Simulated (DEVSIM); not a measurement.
Structure: abrupt Si p-n junction, at 300 K.

```csv
layer (left to right),material,thickness (μm),Nd (cm⁻³),Na (cm⁻³),τn (s),τp (s)
1,Si,54.0,-,2e18,5.8e-5,5.8e-5
2,Si,9.70,2.8e14,-,5.8e-5,5.8e-5
```

Left contact: ohmic. Right contact: ohmic. Voltage is applied to the left contact. Recombination: SRH at mid-gap, radiative. Mobility is μmin + (μ − μmin)/(1 + (N/Nref)^α).

Constants are typed, rounded textbook-type inputs, not results; the design itself was drawn at random and stands for no fabricated device. Values at 300 K; Nc and Nv go as T^1.5, mobilities as T to minus their exponent, the gap by Varshni's rule with the affinity fixed.

```tsv
parameter	Si
gap (eV)	1.124
affinity (eV)	4.05
permittivity	11.7
Nc (cm⁻³)	2.86e19
Nv (cm⁻³)	3.1e19
μn (cm²/Vs)	1417
μp (cm²/Vs)	470
μn,min	52
μp,min	45
Nref,n	9.7e16
Nref,p	2.2e17
αn	0.68
αp	0.72
T exponent of μn	2.3
T exponent of μp	2.2
B (cm³/s)	4.7e-15
Varshni α (eV/K)	0.000473
Varshni β (K)	636
```

Simulated with DEVSIM: 1D drift-diffusion, Boltzmann statistics, complete ionisation; no tunnelling, impact ionisation, image-force lowering or self-heating.

The temperature was swept, all else fixed.

| temperature (K) | largest field in the device at zero bias (V/cm) | dark forward voltage at 1 A/cm² (V) | potential step across the device at zero bias (V) | dark forward voltage at 100 A/cm² (V) |
|---|---|---|---|---|
| 250 | 71000 | 0.667 | 0.840 | 0.846 |
| 300 | 77000 | 0.554 | 0.755 | 0.775 |
| 350 | 83000 | 0.440 | 0.666 | 0.700 |
| 400 | 89000 | 0.323 | 0.575 | 0.625 |
| 450 | 94000 | 0.206 | 0.482 | 0.548 |
| 500 | 99000 | 0.099 | 0.404 | 0.470 |

From the first row to the last the largest field in the device at zero bias goes from 71000 to 99000. From the first row to the last the dark forward voltage at 1 A/cm² goes from 0.667 to 0.099.
